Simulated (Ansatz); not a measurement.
Band structure of NaPt2 (Fd-3m, 6 atoms in the cell).

```
CELL_PARAMETERS angstrom
      0.00000     3.75235     3.75235
      3.75235     0.00000     3.75235
      3.75235     3.75235     0.00000
ATOMIC_POSITIONS crystal
  Na 0.50000 0.50000 0.50000
  Na 0.75000 0.75000 0.75000
  Pt 0.12500 0.12500 0.12500
  Pt 0.62500 0.12500 0.12500
  Pt 0.12500 0.12500 0.62500
  Pt 0.12500 0.62500 0.12500
```

Method: LDA (PW92), PAW files made with PBE (plane waves; Ansatz, a program for electronic structure).

Settings: basis.ecutwfc = 420 eV; kpoints.mp_grid.grid = 8 8 8; hamiltonian.xc = lda; hamiltonian.pseudopotentials = {kind: paw} (the program's default PAW files); scf.occupations.method = fermi_dirac; scf.occupations.width = 0.1 eV; kpoints.band_path.npoints = 8.

The starting cell comes from a database of computed structures (which also holds hypothetical and non-ambient phases and stackings), without a prior relaxation at this level. Spin-orbit coupling is off. Spin polarisation is off.

Levels in eV from the Fermi level, bands 42 to 49:
| point | 42 | 43 | 44 | 45 | 46 | 47 | 48 | 49 |
|---|---|---|---|---|---|---|---|---|
| Γ | -0.60 | 1.41 | 1.47 | 1.47 | 1.47 | 2.25 | 2.25 | 2.25 |
| X | -1.91 | -0.89 | -0.89 | -0.67 | -0.67 | 2.56 | 2.56 | 3.17 |
| W | -1.47 | -0.97 | -0.97 | -0.27 | -0.27 | 1.02 | 1.02 | 5.49 |
| K | -1.56 | -1.08 | -0.90 | -0.62 | -0.36 | 0.77 | 2.71 | 3.28 |
| L | -0.90 | -0.85 | -0.62 | -0.62 | 1.47 | 2.18 | 3.41 | 3.41 |
| U | -1.56 | -1.08 | -0.90 | -0.62 | -0.36 | 0.77 | 2.71 | 3.28 |

Bands cross the Fermi level along this path, so the cell is metallic at this level.

Keys are those of Ansatz 0.2.
